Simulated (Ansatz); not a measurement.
The starting structures come from a database of crystals and need not be the phases stable at ambient conditions.

 Where the default PAW files enter, the runs use the earlier of Ansatz's two default sets.

By PBEsol, the system below comes out a metal.

Without scattering a metal conducts by its projected Fermi surface.

Here is the system:

```xyz
12
Lattice="4.9034 0.0000 0.0000 0.0000 4.9034 0.0000 0.0000 0.0000 4.9034" Properties=species:S:1:pos:R:3 pbc="T T T"
Ir     2.4517     2.4517     0.0000
Ir     0.0000     2.4517     2.4517
Ir     0.0000     0.0000     0.0000
Ir     2.4517     0.0000     2.4517
O      4.1672     0.7361     1.7155
O      0.7361     4.1672     3.1878
O      3.1878     4.1672     4.1672
O      1.7155     0.7361     0.7361
O      1.7155     1.7155     3.1878
O      3.1878     3.1878     1.7155
O      0.7361     3.1878     0.7361
O      4.1672     1.7155     4.1672
```

Space group of this cell: Pa-3. The cell is taken as given; by PBEsol its mean pressure is -7.9 GPa.

The current flows along the normal of the first two printed cell vectors, the (001) plane of the conventional cell. No spin-orbit coupling; the value is a mean over 0.1 eV about the Fermi level.

Q: Predict the ballistic conductance per area from Ansatz (a first-principles code) with PBEsol.

A: 0.93 × 10¹⁵ S/m² for both spins.
